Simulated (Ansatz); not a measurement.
Corundum Ga2O3 (metastable phase) was calculated with r²SCAN (plane waves, PAW; Ansatz, an electronic-structure program).

Run with plane-wave cutoff 560 eV, 8×8×8 k mesh, Fermi–Dirac smearing 0.01 eV, scalar-relativistic PAW data made under PBE.

Shape and atoms are relaxed at each volume.

Pressure at four volumes; x = ln(V/9.640 Å³). One pressure is withheld.

```json
[
 {"V (Å³/atom)": "9.254", "x": "-0.0409", "P (GPa)": "?"},
 {"V (Å³/atom)": "9.447", "x": "-0.0202", "P (GPa)": "4.94"},
 {"V (Å³/atom)": "9.640", "x": "0.0000", "P (GPa)": "0.00"},
 {"V (Å³/atom)": "10.025", "x": "0.0392", "P (GPa)": "-8.41"}
]
```

Problem. Pass a parabola P(x) through the three rows shown, estimate the bulk modulus and its pressure derivative near zero pressure, and predict the withheld pressure.

Solution. Slopes between the rows: (0.00 − (4.94))/(0.0000 − (-0.0202)) = -244.55 and (-8.41 − (0.00))/(0.0392 − (0.0000)) = -214.54 GPa. Their difference over the span 0.0594 is c = 30.01/0.0594 = 505.2 GPa, so P(x) = 4.94 + (-244.55)(x − (-0.0202)) + 505.2 (x − (-0.0202))(x − (0.0000)). At the middle row B = −dP/dx = −[-244.55 + 505.2 × 0.0202] = 234.3 GPa, and B′ = dB/dP = 2c/B = 4.3. At x = -0.0409 the parabola gives 10.43 GPa; the run gives 10.45 GPa. The Birch–Murnaghan fit to the energies at all volumes has B0 = 234 GPa and B′ = 4.4.

Measured, for comparison: bulk modulus 220 ± 9 GPa (room temperature, no zero-point or thermal correction, equation of state from high-pressure X-ray diffraction, sources range from 220 to 252; as tabulated in Phys. Rev. B 77, 094123 (2008), gallium oxide under pressure (UNLV record)). Computed less measured: bulk modulus +6 % (inside the range of the sources held).
